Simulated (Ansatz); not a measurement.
## ZrB2: transverse stress against strain

ZrB2 (AlB2 type, P6/mmm, 10.076 Å³/atom at rest, c along z) under a strain ε along a direction in the basal plane (axis x), the other axes held. PBEsol in Ansatz, a plane-wave DFT program (PAW, default set), 420 eV, 21×21×17 Γ-centred mesh, Fermi-Dirac smearing 0.10 eV; ions are relaxed within the symmetry of each cell. Stress is positive for a compressed cell.

Here s stands for strain and y for stress zz.

```
strain (%)  stress zz (GPa)
----------  ---------------
-1.50                  2.03
-1.00                  1.33
-0.50                  0.66
0.00                   0.00
0.50                  -0.63
1.00                  -1.24
1.50                  -1.83
3.00                      ?
```

### Question
Fit y against s with a straight line, and predict the withheld value at s = 3.00.

### Answer
Means: s 0, y 0.046. About the means, the sum of products is -9.0050 and the sum of squares of s is 7.0000; the slope is their ratio. Least squares gives y = 0.046 - 1.2864·s. Residuals (row less fit): 0.054, -0.002, -0.029, -0.046, -0.033, 0.000, 0.054; standard error 0.044 (degrees of freedom: 5). The slope gives the elastic constant C13 = 129 ± 1.7 GPa. At the withheld row, y = 0.046 - 1.2864 × 3.0 = -3.813 GPa. The calculation gives -3.50 GPa, 0.313 GPa above the prediction (5.7 % of the range of y in the table). The row lies outside the fitted rows, so this is an extrapolation. From the scatter of the fitted rows alone, a prediction at this place has a standard error of 0.069 GPa, so the miss is 4.5 times that.

One order more, fitted to all 13 runs of the series, follows each within 0.01, so the miss is the next term of a smooth law. In a metal these values are sensitive to mesh and smearing; energies are taken to zero smearing, stresses follow the free energy. Rows are the converged runs of the series near zero and its far end; series whose fitted rows scatter by over a few per cent of the range, as at a crossing or softening among them, aren't shown in this form. Most that stay on the fit to the last digits aren't either.
